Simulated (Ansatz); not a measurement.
System: cubic perovskite KNiF₃. Method: r²SCAN+rVV10 (Ansatz, a quantum-chemistry and plane-wave program, PAW).

Run with plane-wave cutoff 560 eV, 8×8×8 k mesh, Fermi–Dirac smearing 0.01 eV, spin-polarised with parallel moments, scalar-relativistic PAW data made under PBE.

The volume scan:

```json
[
 {"V (Å³/atom)": "11.937", "E − E_lowest (meV/atom)": "14.93"},
 {"V (Å³/atom)": "12.191", "E − E_lowest (meV/atom)": "6.37"},
 {"V (Å³/atom)": "12.445", "E − E_lowest (meV/atom)": "1.52"},
 {"V (Å³/atom)": "12.699", "E − E_lowest (meV/atom)": "0.00"},
 {"V (Å³/atom)": "12.953", "E − E_lowest (meV/atom)": "1.43"},
 {"V (Å³/atom)": "13.207", "E − E_lowest (meV/atom)": "5.49"},
 {"V (Å³/atom)": "13.461", "E − E_lowest (meV/atom)": "11.92"}
]
```

What bulk modulus B0 and pressure derivative B′ does a third-order Birch–Murnaghan fit give?

V0 = 12.698 Å³/atom, B0 = 93.2 GPa, B′ = 4.7 (fit to the energies at full precision).

Note: the magnetic order was assumed, not searched for or taken from measurement; without U or exact exchange, gaps and moments of open d shells tend to come out too small.

Computed values are for the static lattice.
